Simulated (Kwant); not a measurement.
System: wire with a row of barriers in a InAs two-dimensional gas. Effective mass 0.023 mₑ, grid spacing 15 nm, hard walls, nominal width 300 nm (19 grid rows, so walls 300 nm apart), one parabolic valley, scattering region 1500 nm long along x; energies count from the band bottom; Fermi energy swept from 0.00014533 to 0.0017257 eV. 2 barrier(s) across the wire, height 0.013 eV, thickness 45 nm (about 3 grid columns), spaced by 180 nm.

The device is made up for the run: typed textbook-type constants, with dimensions and the other settings drawn at random.

Model: effective-mass tight-binding model on a square grid, one spin, coherent transport at 0 K (Kwant). Conductance is in e²/h.

### Question
How many channels do the leads carry at E = 1.05, 1.17, 1.47 meV?

### Answer
The hard-wall thresholds are n² ħ²π²/(2mW²) = n² × 0.182 meV with W = 300 nm. √(1.05/0.182) = 2.40, so 2. √(1.17/0.182) = 2.54, so 2. √(1.47/0.182) = 2.84, so 2.
